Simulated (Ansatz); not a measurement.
Take MgB$_{2}$ (space group P6/mmm, No. 191; a = 3.064 Å, c = 3.498 Å; relaxed with 0.1 eV smearing) as the base. Axes: x lies along a and z along c of the hexagonal cell.

The values are results of PBEsol (Ansatz, an electronic-structure program, PAW, no spin-orbit coupling), not measurements.

Strains are applied to the cell and any free atomic positions relax.

One change was made to it. Results:

```tsv
quantity	base	after
energy relative to the base (free energy F)	0 meV/atom	+2.6 meV/atom
shortest interatomic distance	1.769 Å	1.769 Å
```

Task: Name the change that was made.
(A) tensor shear ε_xz = +0.86 %
(B) tensor shear ε_xz = +0.57 %
(C) tensor shear ε_xz = +1.71 %
(D) tensor shear ε_xz = +0.29 %
(E) tensor shear ε_xz = +1.14 %

Result: C, tensor shear ε_xz = +1.71 %. For comparison, the energy relative to the base in the other runs: tensor shear ε_xz = +0.29 % gives +0.1 meV/atom; tensor shear ε_xz = +0.86 % gives +0.7 meV/atom; tensor shear ε_xz = +0.57 % gives +0.3 meV/atom; tensor shear ε_xz = +1.14 % gives +1.2 meV/atom.

Whether these cells are dynamically stable was not tested. All final runs are without spin polarisation.
